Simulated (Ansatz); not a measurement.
Gap of a (6,6) SiC nanotube at several levels, all on one geometry.

Levels: PBE (plane waves to 420 eV, PAW; Ansatz, a quantum-chemistry and plane-wave program); r2SCAN (plane waves to 500 eV, PAW; Ansatz); HSE06 run with Ansatz. Unmarked values and the geometry are of the first. Mesh 1×1×10. No spin polarisation. It repeats along c; a and b span vacuum. A hypothetical model, rolled from the flat sheet. It keeps the symmetry and period of its start, so it need not be a minimum against all distortions. HSE06 ran on a 1×1×6 mesh and at PBE's edge points.

```csv
level,gap (eV)
PBE,2.18
r2SCAN,2.48
HSE06,___
```

Problem. Complete the blanks.

Solution. 
- HSE06, gap (eV): 3.00
